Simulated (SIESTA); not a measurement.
# A self-consistent single point of Cs₂KScI₆ (Fm-3m, 10 atoms in the cell) with SIESTA

Computed with LDA PW92, numerical atomic orbitals TZP, PseudoDojo LDA standard norm-conserving potentials (rewritten from UPF to PSML) (SIESTA).

Input:

```
# files in the folder: K.psml Cs.psml Sc.psml I.psml (PseudoDojo LDA standard)
SystemName  Cs2KScI6
SystemLabel cs2ksci6

NumberOfAtoms                10
NumberOfSpecies              4
%block ChemicalSpeciesLabel
  1 19 K
  2 55 Cs
  3 21 Sc
  4 53 I
%endblock ChemicalSpeciesLabel
LatticeConstant              1.0 Ang
%block LatticeVectors
     0.000000000    6.293805000    6.293805000
     6.293805000    0.000000000    6.293805000
     6.293805000    6.293805000    0.000000000
%endblock LatticeVectors
AtomicCoordinatesFormat      Bohr
%block AtomicCoordinatesAndAtomicSpecies
    11.893567732   11.893567732   11.893567732  1
    17.840351598   17.840351598   17.840351598  2
     5.946783866    5.946783866    5.946783866  2
     0.000000000    0.000000000    0.000000000  3
     5.471754771   11.893567732   11.893567732  4
    18.315380693   11.893567732   11.893567732  4
    11.893567732    5.471754771   11.893567732  4
    11.893567732   18.315380693   11.893567732  4
    11.893567732   11.893567732    5.471754771  4
    11.893567732   11.893567732   18.315380693  4
%endblock AtomicCoordinatesAndAtomicSpecies

XC.functional                LDA
XC.authors                   PW92
PAO.BasisSize                TZP
PAO.EnergyShift              0.01 Ry
MeshCutoff                   300 Ry
%block kgrid.MonkhorstPack
    3   0   0  0.0
    0   3   0  0.0
    0   0   3  0.0
%endblock kgrid.MonkhorstPack
OccupationFunction           MP
OccupationMPOrder            0
ElectronicTemperature        20.0 meV

MaxSCFIterations             150
SCF.Mixer.Method             Pulay
SCF.Mixer.Weight             0.25
SCF.Mixer.History            8
SCF.DM.Tolerance             1.0E-05
Diag.ParallelOverK           true
WriteForces                  true
```

Output, abridged:

```
reinit: Reading from file input.fdf

reinit: System Name: Cs2KScI6
reinit: System Label: cs2ksci6

coor:   Atomic-coordinates input format  =     Cartesian coordinates
coor:                                            (in Bohr units)

siesta: Atomic coordinates (Bohr) and species
siesta:     11.89357  11.89357  11.89357  1        1
siesta:     17.84035  17.84035  17.84035  2        2
siesta:      5.94678   5.94678   5.94678  2        3
siesta:      0.00000   0.00000   0.00000  3        4
siesta:      5.47175  11.89357  11.89357  4        5
siesta:     18.31538  11.89357  11.89357  4        6
siesta:     11.89357   5.47175  11.89357  4        7
siesta:     11.89357  18.31538  11.89357  4        8
siesta:     11.89357  11.89357   5.47175  4        9
siesta:     11.89357  11.89357  18.31538  4       10

siesta: System type = bulk

initatomlists: Number of atoms, orbitals, and projectors:     10   157   264

siesta: ******************** Simulation parameters ****************************
redata: Spin configuration                          = none
redata: Time-Reversal Symmetry                      = T
redata: Number of Atomic Species                    =        4
redata: Mesh Cutoff                                 =   300.0000 Ry
redata: Net charge of the system                    =     0.0000 |e|
redata: Min. number of SCF Iter                     =        0
redata: Max. number of SCF Iter                     =      150
redata: SCF convergence failure will abort job
redata: SCF mix quantity                            = Hamiltonian
redata: Mix DM or H after convergence               =   F
redata: Recompute H after scf cycle                 =   F
redata: Mix DM in first SCF step                    =   T
redata: No kicks to SCF
redata: DM Mixing Weight for Kicks                  =     0.5000
redata: Require Harris convergence for SCF          =   F
redata: Harris energy tolerance for SCF             =     0.000100 eV
   [... lines left out ...]
diag: Used triangular part                          = Lower
diag: Absolute tolerance                            =  0.100E-15
diag: Orthogonalization factor                      =  0.100E-05
diag: Memory factor                                 =  1.0000

superc: Internal auxiliary supercell:     5 x     5 x     5  =     125
superc: Number of atoms, orbitals, and projectors:   1250  19625  33000

                        Single-point calculation

superc: Internal auxiliary supercell:     5 x     5 x     5  =     125
superc: Number of atoms, orbitals, and projectors:   1250  19625  33000

outcell: Unit cell vectors (Ang):
        0.000000    6.293805    6.293805
        6.293805    0.000000    6.293805
        6.293805    6.293805    0.000000

outcell: Cell vector modules (Ang)   :    8.900784    8.900784    8.900784
outcell: Cell angles (23,13,12) (deg):     60.0000     60.0000     60.0000
outcell: Cell volume (Ang**3)        :    498.6202
new_DM -- step:     1
Initializing Density Matrix...

Attempting to read DM from file... Failed...
DM filled with atomic data:

InitMesh: MESH = 80 x 80 x 80 = 512000
InitMesh: Mesh cutoff (required, used) =   300.000   334.901 Ry

stepf: Methfessel-Paxton step function
       Using Hermite-Gauss polynomials of order  0
        iscf     Eharris(eV)        E_KS(eV)     FreeEng(eV)     dDmax    Ef(eV) dHmax(eV)
   scf:    1    -5545.361895    -5536.150978    -5536.150978  1.596118 -3.209261  9.287863
   scf:    2    -5538.434298    -5537.964976    -5537.964976  0.078781 -4.846156  2.177361
   scf:    3    -5538.350059    -5538.182651    -5538.182651  0.031526 -4.984945  1.156198
   scf:    4    -5538.314335    -5538.266017    -5538.266017  0.039127 -5.294207  0.405934
   scf:    5    -5538.207743    -5538.255996    -5538.255996  0.019626 -5.165159  0.926561
   scf:    6    -5538.260277    -5538.275782    -5538.275782  0.010733 -5.342336  0.349036
   scf:    7    -5538.278517    -5538.278918    -5538.278918  0.003925 -5.285500  0.058349
   scf:    8    -5538.278998    -5538.278961    -5538.278961  0.000183 -5.288455  0.040674
   scf:    9    -5538.278990    -5538.279002    -5538.279002  0.000439 -5.295607  0.009146
   scf:   10    -5538.279003    -5538.279004    -5538.279004  0.000101 -5.293987  0.002290
   scf:   11    -5538.279004    -5538.279004    -5538.279004  0.000024 -5.294414  0.000695
   scf:   12    -5538.279004    -5538.279004    -5538.279004  0.000004 -5.294347  0.000260
SCF Convergence by DM+H criterion
max |DM_out - DM_in|         :     0.0000041744
max |H_out - H_in|      (eV) :     0.0002603507
SCF cycle converged after 12 iterations

Using DM_out to compute the final energy and forces

siesta: E_KS(eV) =            -5538.2790

siesta: E_KS - E_eggbox =     -5538.2790

siesta: Atomic forces (eV/Ang):
     1    0.000000    0.000000    0.000000
     2    0.000000    0.000000    0.000000
     3    0.000000    0.000000    0.000000
     4    0.000000    0.000000    0.000000
     5   -0.280291    0.000000    0.000000
     6    0.280291   -0.000000   -0.000000
     7    0.000000   -0.280291    0.000000
     8   -0.000000    0.280291   -0.000000
     9    0.000000    0.000000   -0.280290
    10   -0.000000   -0.000000    0.280290
   Tot   -0.000000   -0.000000   -0.000000
   Max    0.280291
   Res    0.125350    sqrt( Sum f_i^2 / 3N )
   Max    0.280291    constrained

Stress tensor Voigt[x,y,z,yz,xz,xy] (kbar):       25.72       25.72       25.72        0.00        0.00        0.00
(Free)E + p*V (eV/cell)    -5546.2822
Target enthalpy (eV/cell)    -5538.2790

siesta: Program's energy decomposition (eV):
siesta: Ebs     =     -1203.666021
siesta: Eions   =      8989.232281
siesta: Ena     =      2539.463443
siesta: Ekin    =      1557.570215
siesta: Enl     =       692.777609
siesta: Eso     =         0.000000
siesta: Edftu   =         0.000000
siesta: DEna    =        69.229370
siesta: DUscf   =         1.460445
siesta: DUext   =         0.000000
siesta: Ex      =     -1240.990435
siesta: Ec      =      -168.557373
siesta: Exc     =     -1409.547807
siesta: Eharris =     -5538.279004
siesta: Etot    =     -5538.279004
siesta: FreeEng =     -5538.279004

siesta: Atomic forces (eV/Ang):
siesta:      1    0.000000    0.000000    0.000000
siesta:      2    0.000000    0.000000    0.000000
siesta:      3    0.000000    0.000000    0.000000
siesta:      4    0.000000    0.000000    0.000000
siesta:      5   -0.280291    0.000000    0.000000
siesta:      6    0.280291   -0.000000   -0.000000
siesta:      7    0.000000   -0.280291    0.000000
siesta:      8   -0.000000    0.280291   -0.000000
siesta:      9    0.000000    0.000000   -0.280290
siesta:     10   -0.000000   -0.000000    0.280290
siesta: ----------------------------------------
siesta:    Tot   -0.000000   -0.000000   -0.000000

siesta: Stress tensor (static) (eV/Ang**3):
siesta:     0.016051    0.000000    0.000000
siesta:     0.000000    0.016051    0.000000
siesta:     0.000000    0.000000    0.016051

siesta: Cell volume =        498.620173 Ang**3

siesta: Pressure (static):
siesta:                Solid            Molecule  Units
siesta:          -0.00017481         -0.00021642  Ry/Bohr**3
siesta:          -0.01605064         -0.01987121  eV/Ang**3
siesta:         -25.71596634        -31.83718167  kBar
```

The run converged in 12 iterations.

The starting cell comes from a database of computed structures (which also holds hypothetical and non-ambient phases and stackings), without a prior relaxation at this level. Values carry the incompleteness of an atom-centred basis.

Cost on one core of a shared machine: roughly 2 min.
